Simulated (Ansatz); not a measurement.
Base system: CaF₂ (space group Pmc2_1, No. 26; a = 3.4697 Å, b = 4.1055 Å, c = 5.8761 Å; a cell from a computed database, its experimental status unchecked).

Perturbation: an isotropic linear strain of −2.75 %, atoms relaxed at fixed cell.

Levels (all Ansatz, a first-principles code, PAW): PBEsol (420 eV, without spin-orbit coupling); r2SCAN (500 eV, spin-orbit coupling left out); HSE06 (420 eV, no SOC).

One geometry, relaxed with PBEsol, under each level:

```tsv
level	band gap	lowest conduction level above the VBM at special points	pressure
PBEsol	6.51 eV	Γ 6.51 eV; Y 7.02 eV; Z 7.65 eV; T 7.72 eV	7.47 GPa
r2SCAN	7.31 eV	Γ 7.31 eV; Y 7.83 eV; Z 8.43 eV; T 8.53 eV	8.91 GPa
HSE06	8.90 eV	Γ 8.90 eV; Y 9.53 eV; Z 10.10 eV	–
```

Single points use the geometry relaxed with PBEsol. Their cutoffs differ, which shifts pressures a little. HSE06 gaps are upper bounds (no full band path). Stability against distortions was not tested.
